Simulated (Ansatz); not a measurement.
The starting structures come from a database of crystals and need not be the phases stable at ambient conditions.

 Where the default PAW files enter, the runs use the earlier of Ansatz's two default sets.

The decay constant κ of evanescent states in the gap governs leakage through a thin film.

Consider the following.

```
CdCO3
1.0
    6.14513     0.00000     0.00000
    2.15419     7.59255     0.00000
   -1.99547     3.79627     2.47612
Cd C O
2 2 6
Direct
  0.00000   0.00000   0.00000
  0.00000   0.50000   0.00000
  0.50000   0.75000   0.00000
  0.50000   0.25000   0.00000
  0.50000   0.75000   0.73937
  0.50000   0.25000   0.26063
  0.76063   0.48937   0.52126
  0.23937   0.51063   0.47874
  0.23937   0.01063   0.73937
  0.76063   0.98937   0.26063
```

Space group of this cell: R-3c. The cell is taken as given; by r2SCAN its mean pressure is -1.3 GPa.

Transport runs along the normal of the first two printed cell vectors, the (110) plane of the conventional cell.

The gap is the functional's own, uncorrected, and κ follows it; spin-orbit coupling is left out. Mid-gap values are interpolated between the computed energies.

Problem. Give the band gap and the smallest decay constant κ at mid-gap that r2SCAN in Ansatz (an electronic-structure program) yields.

Solution. Gap 3.44 eV on a 12×12×12 mesh; κ = 0.365 1/Å, at the zone centre.
